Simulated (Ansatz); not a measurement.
The starting structures come from a database of crystals and need not be the phases stable at ambient conditions.

By PBEsol, the system below comes out a metal.

Input:

```
CELL_PARAMETERS angstrom
      5.50119     0.00000     0.00000
     -2.75060     4.76417     0.00000
      2.75060     1.58806     2.24585
ATOMIC_POSITIONS crystal
  Al 0.00000 0.00000 0.00000
  Pt 0.50000 0.50000 0.00000
  Pt 0.50000 0.00000 0.00000
  Pt 0.00000 0.50000 0.00000
```

Space group of this cell: Pm-3m, Cu3Au type. The cell is taken as given; by PBEsol its mean pressure is -3.0 GPa.

The current flows along the normal of the first two printed cell vectors, the (111) plane of the conventional cell. No spin-orbit coupling; the value is a mean over 0.1 eV about the Fermi level.

Question: Compute, with PBEsol in Ansatz (a quantum-chemistry and plane-wave program), the ballistic conductance per area.

Answer: 0.76 × 10¹⁵ S/m² for both spins.
